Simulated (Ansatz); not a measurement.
Results of LDA (PAW; Ansatz, an electronic-structure program) for MoP (model structure, started from the NbAs type, I4₁md, No. 109, 4 atoms in the cell).

Run with plane-wave cutoff 520 eV, 24×24×24 k mesh, Fermi–Dirac smearing 0.05 eV, no spin polarisation, scalar-relativistic PAW data made under PBE.

Cell (relaxed at this level):

```
CELL_PARAMETERS angstrom
     -1.58857     1.58857     5.53189
      1.58857    -1.58857     5.53189
      1.58857     1.58857    -5.53189
ATOMIC_POSITIONS crystal
  Mo 0.49924 0.49924 0.00000
  Mo 0.24924 0.74924 0.50000
  P  0.91676 0.91676 0.00000
  P  0.66676 0.16676 0.50000
```

Q: Predict the bulk modulus.

A: 
- bulk modulus = 247 GPa

Note: the run has no spin polarisation, so it can have missed a magnetic state; the bulk modulus is −V dP/dV from two relaxed cells at ±2 % in volume; the relaxation could raise the start's symmetry but not lower it, so the cell can be a saddle point.

The computed numbers hold no vibrational or temperature effects.

It cost about 11 core-minutes (a rough figure) of CPU time.

A model structure was made by putting elements into a prototype or built by hand; it is no filed structure, need not be a known phase, and can be a saddle point held by its symmetry.
